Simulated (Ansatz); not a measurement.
```yaml
crystal:
  lattice:
    - [4.80317, 0.00000, 0.00000]
    - [0.00000, 4.80317, 0.00000]
    - [0.00000, 0.00000, 4.80317]
  atoms:
    - { symbol: P, position: [0.23214, 0.76786, 0.76786] }
    - { symbol: P, position: [0.76786, 0.76786, 0.23214] }
    - { symbol: P, position: [0.23214, 0.23214, 0.23214] }
    - { symbol: P, position: [0.76786, 0.23214, 0.76786] }
    - { symbol: B, position: [0.50000, 0.00000, 0.00000] }
    - { symbol: B, position: [0.00000, 0.00000, 0.50000] }
    - { symbol: Al, position: [0.50000, 0.50000, 0.50000] }
    - { symbol: B, position: [0.00000, 0.50000, 0.00000] }
```

No spin polarisation.

Method: r2SCAN (Ansatz, an electronic-structure program, PAW, no spin-orbit coupling). Settings: 7×7×7 k-points, 0.05 eV Fermi–Dirac smearing.

Problem. Predict the gap character and hole mass.

Solution. The gap character (in this cell's own zone, which can be folded) is indirect, Γ → a point along ⟨100⟩, about 0.2 Å⁻¹ from Γ and the hole mass (degenerate bands, along [100]) is 0.27, 0.29, 0.29 mₑ (at Γ).

These are small ordered cells, not random alloys; other orderings at the same x differ. Effective masses come from finite differences of ±0.01 Å⁻¹. Whether these cells are dynamically stable was not tested. The cell was made from BP by this change: x(Al) = 0.25, 8 atoms, P-43m.
